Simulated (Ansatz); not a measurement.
## Phonon-limited transport in CuZn (Pm-3m)

```xyz
2
Lattice="2.9627 0.0000 0.0000 0.0000 2.9627 0.0000 0.0000 0.0000 2.9627" Properties=species:S:1:pos:R:3 pbc="T T T"
Zn     1.4813     1.4813     1.4813
Cu     0.0000     0.0000     0.0000
```

Computed with PBE, DFPT electron-phonon coupling, linearised Boltzmann equation (plane waves, PAW, scalar-relativistic; Ansatz, a program for electronic structure). Condition of this run: functional PBE, cell relaxed with it. Cell: relaxed with this functional, without spin-orbit coupling.

```json
{
  "resistivity at 300 K": "5.0 μΩ·cm",
  "resistivity at 77 K": "0.96 μΩ·cm",
  "electron mean free path at 300 K (weighted by the current that each state carries)": "15.5 nm",
  "electron-phonon coupling λ": "0.34",
  "transport coupling λ_tr": "0.39",
  "logarithmic_mean_phonon_energy": "10.5 meV",
  "density of states at the Fermi level": "0.25 states/(eV·spin·cell)",
  "drude_plasma_energy": "9.4 eV",
  "Tc for μ* = 0.10 (anisotropic Eliashberg)": "below 1 K",
  "Tc for μ* = 0.13 (anisotropic Eliashberg)": "below 1 K"
}
```

A metal at this level (no band gap). Only scattering by harmonic phonons is included (no impurities, grain boundaries, electron-electron scattering or thermal expansion). Spin-orbit coupling is left out. The squared frequency of the phonon mode least converged on the k mesh is uncertain by about 22 %. Halving the electron mesh (28x28x28) moves the resistivity by up to 7 % at 300 K, the mean free path by up to 7 %, the coupling by up to 2 %. Smearing 0.20 eV; phonons on a 5x5x5 q mesh, which this run doesn't test and which matters most at low temperature. Tc comes from the anisotropic Migdal-Eliashberg equations with μ*, a chosen number, referred to 14.5 meV.
